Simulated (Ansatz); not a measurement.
## Response to strain in BeSe

Start from BeSe in the zinc blende structure (space group F-43m, No. 216).

```yaml
crystal:
  lattice:
    - [0.00000, 2.54081, 2.54081]
    - [2.54081, 0.00000, 2.54081]
    - [2.54081, 2.54081, 0.00000]
  atoms:
    - { symbol: Be, position: [0.00000, 0.00000, 0.00000] }
    - { symbol: Se, position: [0.25000, 0.25000, 0.25000] }
```

Cartesian axes are those of the cell as printed.

Strains are applied to the cell and any free atomic positions relax; under biaxial strain the out-of-plane vector relaxes too.

Level of theory: DFT with LDA, PAW potentials and a 420 eV plane-wave cutoff in Ansatz (an electronic-structure program), scalar-relativistic without spin-orbit coupling.

Notes on the quantities. energy relative to the base: free energy F.

```csv
case,energy relative to the base,volume per atom
base,0 meV/atom,16.40 Å³
"biaxial strain −2.50 %, plane normal [111], relaxed out of plane",+14 meV/atom,15.76 Å³
"biaxial strain −2.08 %, plane normal [111], relaxed out of plane",___,15.86 Å³
"biaxial strain −0.42 %, plane normal [111], relaxed out of plane",+0.4 meV/atom,16.29 Å³
"biaxial strain +0.42 %, plane normal [111], relaxed out of plane",+0.4 meV/atom,16.51 Å³
"biaxial strain +0.83 %, plane normal [111], relaxed out of plane",+1.4 meV/atom,16.62 Å³
"biaxial strain +1.25 %, plane normal [111], relaxed out of plane",+3.1 meV/atom,___
"biaxial strain +1.67 %, plane normal [111], relaxed out of plane",+5.5 meV/atom,16.84 Å³
"biaxial strain +2.08 %, plane normal [111], relaxed out of plane",+8.5 meV/atom,16.95 Å³
"biaxial strain +2.50 %, plane normal [111], relaxed out of plane",+12 meV/atom,17.06 Å³
```

Question: Fill in the withheld entries from the trend.

Answer: 
- biaxial strain −2.08 %, plane normal [111], relaxed out of plane, energy relative to the base: +9.3 meV/atom
- biaxial strain +1.25 %, plane normal [111], relaxed out of plane, volume per atom: 16.73 Å³

Whether these cells are dynamically stable was not tested.
